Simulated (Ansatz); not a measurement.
**Ge2Sb2Te5: biaxial strain −1.81 %, plane normal [001], relaxed out of plane**

Base system: Ge$_{2}$Sb$_{2}$Te$_{5}$ (space group P-3m1, No. 164; a = 4.224 Å, c = 16.872 Å). Axes: x lies along a and z along c of the hexagonal cell.

One thing is altered: compressive biaxial strain of 1.81 % in the plane normal to [001], as in epitaxy on a mismatched substrate; the out-of-plane cell vector and the atoms relax.

Method: DFT with PBEsol, PAW potentials and a 420 eV plane-wave cutoff in Ansatz (a program for electronic structure), no SOC, earlier PAW set. k-mesh 9×9×2 (Γ-centred); smearing 0.05 eV (Fermi–Dirac).

- Volume per atom = 28.41 Å³ (base 28.96 Å³)
- Space group = P-3m1 (No. 164) (base P-3m1 (No. 164))
- Shortest interatomic distance = 2.926 Å (base 2.948 Å)
- Band gap = zero (base 0.14 eV)
- Out-of-plane strain = +1.76 % (rough)
- Mean in-plane stress (compression positive) = +1.5 GPa (rough)

Final structure (turned so that z lies along the plane normal):

```yaml
crystal:
  lattice:
    - [4.14713, 0.00000, 0.00000]
    - [2.07356, 3.59152, 0.00000]
    - [0.00000, 0.00000, 17.16937]
  atoms:
    - { symbol: Te, position: [0.00000, 0.00000, 0.00000] }
    - { symbol: Ge, position: [0.66667, 0.66667, 0.10008] }
    - { symbol: Ge, position: [0.33333, 0.33333, 0.89992] }
    - { symbol: Te, position: [0.33333, 0.33333, 0.19802] }
    - { symbol: Te, position: [0.66667, 0.66667, 0.80198] }
    - { symbol: Sb, position: [0.00000, 0.00000, 0.31654] }
    - { symbol: Sb, position: [0.00000, 0.00000, 0.68346] }
    - { symbol: Te, position: [0.66667, 0.66667, 0.41875] }
    - { symbol: Te, position: [0.33333, 0.33333, 0.58125] }
```

Cost of the whole job for the changed cell (relaxation, final SCF and bands): around 5 core-minutes (rough).

The mesh was chosen for an insulator and is coarse for the gapless case. Without a gap, meshes like the base's 9×9×2 leave anisotropic stresses uncertain by several tenths of a GPa, and small strain energies with them. Spin-orbit coupling, missing from the scalar runs, can matter with Sb and Te. No phonon test of stability was made. All final runs are without spin polarisation. A zero or small gap of Ge2Sb2Te5 can be the functional's error rather than a property of the material.
